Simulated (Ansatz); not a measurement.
Antifluorite Be2C, treated with PBE (PAW; Ansatz, a quantum-chemistry and plane-wave program).

Settings: plane-wave cutoff 520 eV, 12×12×12 k mesh, perturbation theory, force constants from a 4×4×4 q mesh, scalar-relativistic PAW data made under PBE.

Q: What does this level give for the electronic dielectric constant ε∞, static dielectric constant and zero-point energy?

A: 
* **electronic dielectric constant ε∞**: 6.98
* **static dielectric constant**: 14.9
* **zero-point energy**: 0.114 eV/atom
